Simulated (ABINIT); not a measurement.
Band structure of HfS3 (P2_1/m, 8 atoms in the cell).

```yaml
crystal:
  lattice:
    - [5.11399, 0.00000, 0.00000]
    - [0.00000, 3.58484, 0.00000]
    - [-1.20118, 0.00000, 9.05401]
  atoms:
    - { symbol: Hf, position: [0.28558, 0.75000, 0.65136] }
    - { symbol: Hf, position: [0.71442, 0.25000, 0.34864] }
    - { symbol: S, position: [0.87573, 0.75000, 0.17818] }
    - { symbol: S, position: [0.12427, 0.25000, 0.82182] }
    - { symbol: S, position: [0.23770, 0.25000, 0.44810] }
    - { symbol: S, position: [0.76230, 0.75000, 0.55190] }
    - { symbol: S, position: [0.52716, 0.25000, 0.82195] }
    - { symbol: S, position: [0.47284, 0.75000, 0.17805] }
```

Method of the run: LDA (PW92), PAW (JTH v2.0 LDA PAW) (plane waves; ABINIT).

Settings: pseudos = [Hf.LDA_PW-JTH.xml, S.LDA_PW-JTH.xml]; ecut = 571 eV; pawecutdg = 1143 eV; ixc = 7; occopt = 1; ngkpt = 4 5 2; nshiftk = 1; shiftk = 0 0 0; potentials = JTH v2.0 LDA PAW; kptopt = 1; nstep = 100; tolvrs1 = 1e-10; diemac = 4.

The starting cell comes from a database of computed structures (which also holds hypothetical and non-ambient phases and stackings), without a prior relaxation at this level. Its lattice was rescaled by a random factor within 2.5 % of one. Spin-orbit coupling is off.

These are the values that this program gave, and no reference: the one-centre exchange-correlation terms come from a truncated expansion.

Q: Predict the gap along the standard path and the places of the band edges.

A: The gap along the path is 0.94 eV, from Γ to Y; the smallest direct gap on it is 0.96 eV. Another conduction valley lies within 0.1 eV, so the order of the valleys is not sure.

Levels in eV from the top of the valence band on the SCF mesh, bands 27 to 34:
```tsv
point	27	28	29	30	31	32	33	34
Γ	-0.45	-0.31	-0.12	-0.02	1.00	1.65	3.69	3.78
Y	-0.39	-0.32	-0.17	-0.04	0.92	1.74	3.67	3.80
H	-1.07	-0.50	-0.25	-0.23	1.38	1.51	1.73	1.85
C	-1.09	-0.59	-0.26	-0.23	1.35	1.53	1.73	1.81
E	-1.59	-1.59	-1.12	-1.12	1.74	1.74	3.54	3.54
M1	-1.59	-1.59	-1.11	-1.11	1.76	1.76	3.49	3.49
A	-1.66	-1.66	-1.02	-1.02	1.73	1.73	3.46	3.46
X	-0.65	-0.24	-0.22	-0.17	1.36	1.54	1.71	1.79
H1	-1.07	-0.50	-0.25	-0.23	1.38	1.51	1.73	1.85
```
